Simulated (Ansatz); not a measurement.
## Sn in the diamond structure (space group Fd-3m, No. 227)

```
CELL_PARAMETERS angstrom
      0.00000     3.28324     3.28324
      3.28324     0.00000     3.28324
      3.28324     3.28324     0.00000
ATOMIC_POSITIONS crystal
  Sn 0.00000 0.00000 0.00000
  Sn 0.25000 0.25000 0.25000
```

Level of theory: r2SCAN (Ansatz, a quantum-chemistry and plane-wave program; PAW; 500 eV plane waves; no SOC). Settings: 12×12×12 k-points, 0.05 eV Fermi–Dirac smearing.

| Item | Value |
|---|---|
| Volume per atom | 35.39 Å³ |
| Density | 5.57 g/cm³ |
| Band gap | zero |
| Total energy | -6038.640 eV/atom (σ→0; compares only within this code and set-up) |

No phonon test of stability was made.
